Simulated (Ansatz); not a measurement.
Functionals compared on SiH3 on the 1x1 (10-10) surface of wurtzite AlN (cut with top plane Al + N), one in a 2x1 cell, started at the site 'top Al #2', in Ansatz (plane waves, PAW). The structure was relaxed with PBE; the other rows are single points on it, each with its references at the same level. Cutoff 420 eV (500 eV for r2SCAN). The points keep PBE's geometry, so the relaxation of a polaron and the settling of charge on one site are left out.

Host crystal: wurtzite AlN, with a band gap (PBE, scalar-relativistic without spin-orbit coupling).

Set-up: 36 atoms, 8.9 Å thick at the start under the adsorbate (thin: gaps and levels are the slab's own); mesh 3x4x1; 0.01 eV smearing; dipole correction on; 16 atoms held, the rest relaxed; no symmetry held; spin-polarised, ending with about 0.8 μB a cell; orders that need a larger cell were not tried, no spin-orbit, no U, no dispersion correction. At the end it is bonded to N. In PBE it is, or lies within 0.03 eV of, the lowest of the starts that converged. These notes are the PBE run's. RPBE: The program's check for a lower electronic state was not made. r2SCAN: The program's check for a lower electronic state was not made. Adsorption energies are against SiH4(g) − ½ H2(g). A negative adsorption energy means that the adsorbate is more stable on the surface than in its reference.

```
functional  adsorption energy (eV)          rough cost of the single point
----------  ----------------------  --------------------------------------
PBE                          -0.18                                       –
RPBE                           ___             very roughly 7 core-minutes
r2SCAN                       -0.34  about 11 core-minutes (a rough figure)
```

**Question.** Some entries are withheld; supply them.

**Answer.** 
- RPBE, adsorption energy (eV): 0.05

Ansatz is a quantum-chemistry and plane-wave program.
